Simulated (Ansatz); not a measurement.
# beta tin (0 0 1) on zinc-blende AlAs (0 0 1) (film strained to the substrate, started from cuts of the bulks and a machine-learned relaxation; slabs Al12As10 and Sn12, which can lie off the formulas)

A periodic stack without vacuum, beta tin (0 0 1) on zinc-blende AlAs (0 0 1) (film strained to the substrate, started from cuts of the bulks and a machine-learned relaxation; slabs Al12As10 and Sn12, which can lie off the formulas): substrate slab Al12As10, film Sn12, surface cells [[0, -1], [2, 1]] and [[0, 1], [-1, 0]], film strained by -3.5 and -3.5 %, outermost planes Al/Al and Sn/Sn as cut, which need not be the usual terminations and can put a slab off its formula.

The start was prepared with a machine-learned potential, and the result is one local minimum, with the in-plane cell held and forces under 0.04 eV/Å; the film can end far from its bulk form.

These are PBE (plane waves to 420 eV, PAW; Ansatz, an electronic-structure program) values and carry that method's errors. Spin–orbit coupling is left out; the runs are not spin-polarised. Its k-point mesh 6×6×1, Fermi–Dirac width 0.05 eV.

```
Item                                                                                        Value
--------------------------------------------------------------------------------  ---------------
interface area                                                                            32.8 Å²
period                                                                                    26.83 Å
heights between the nearest atoms of the two slabs at the two interfaces          2.39 and 1.47 Å
Al–Sn contacts across the interfaces within 1.22 times the sum of covalent radii   4, mean 2.83 Å
hole barrier (PBE)                                                                        0.52 eV
electron barrier (PBE)                                                                    0.98 eV
```

```
Al6Sn6As5
1.0
    5.72861     0.00023     0.01601
    0.00011     5.72747    -0.11468
   -0.63573     0.65432    26.82069
Al As Sn
12 10 12
Cartesian
 -0.05480   5.52871   3.52573
  2.73755   2.55961   3.56370
  3.27389   4.92568   0.78812
 -0.52562   3.02959   0.76056
 -0.08458   5.62157   9.23788
  2.73941   2.69579   9.30698
  2.78800   5.50493   6.38590
 -0.11617   2.69914   6.43079
  0.32557   6.18302  14.81288
  2.23307   2.29500  14.86105
  2.78802   5.58863  12.11460
 -0.15075   2.84271  12.15643
  4.23557   1.16172   2.13659
  1.35174   4.03718   2.11948
  4.19655   1.26707   7.89469
  1.33113   4.12969   7.84599
  1.34490   1.21376   5.08896
  4.19779   4.06818   4.92520
  4.17538   1.38726  13.59769
  1.31534   4.24129  13.60758
  1.32200   1.32209  10.81775
  4.18777   4.18823  10.64696
  4.73370   5.69029  17.22795
  1.82908   5.76377  18.61391
  0.47148   2.89492  18.67332
  3.39471   2.87562  17.35827
  4.49796   5.80738  20.58710
  1.60568   5.83217  21.96970
  0.42176   2.96346  21.92464
  3.28972   2.93433  20.49466
  4.23365   5.86792  23.81012
  1.36901   5.76112  25.04112
  1.66840   2.88509  26.13854
  4.63957   3.02770  24.80368
```
